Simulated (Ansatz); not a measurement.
Functionals compared on a constructed model of the (100) surface of alpha tin, top plane replaced by bridging O, 1x1 (bottom of the slab: dihydride, held), in Ansatz (plane waves, PAW). The structure was relaxed with PBE; the other rows are single points on it. Cutoff 420 eV (500 eV for r2SCAN).

Slab: 10 atoms, 11.7 Å thick at the start with caps and adatoms (thin: gaps and levels are the slab's own); k 6x6x1, smearing 0.025 eV, dipole-corrected; 4 atoms held, the rest relaxed; held to the start's symmetry, so lower structures may exist; no spin (in PBE a spin-polarised start ends no clearly lower), no spin-orbit, no U. The slab shows no gap on its mesh. It is one candidate, not shown to be the stable structure of the face. These notes are the PBE run's.

| functional | work function of the top face (eV) | rough cost of the single point |
|---|---|---|
| PBE | 4.74 | – |
| r2SCAN | 4.81 | roughly 80 core-seconds |

Ansatz is an electronic-structure program.
